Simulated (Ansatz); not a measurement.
Consider BP in the zinc blende structure (space group F-43m, No. 216).

```
BP
1.0
    0.00000     2.26010     2.26010
    2.26010     0.00000     2.26010
    2.26010     2.26010     0.00000
P B
1 1
Cartesian
  3.39015   3.39015   3.39015
  0.00000   0.00000   0.00000
```

Levels (all Ansatz, a first-principles code, PAW): PBEsol (420 eV, scalar-relativistic without spin-orbit coupling); r2SCAN (500 eV, without spin-orbit coupling); HSE06 (420 eV, without spin-orbit coupling).

At the geometry relaxed with PBEsol, these levels gave the following band gaps, in shuffled order: (a) 1.40 eV, (b) 1.94 eV, (c) 1.11 eV.

**Question.** Match each gap to its level.

**Answer.** (a) r2SCAN; (b) HSE06; (c) PBEsol.

Single points use the geometry relaxed with PBEsol. HSE06 gaps are upper bounds (no full band path). Stability against distortions was not tested.
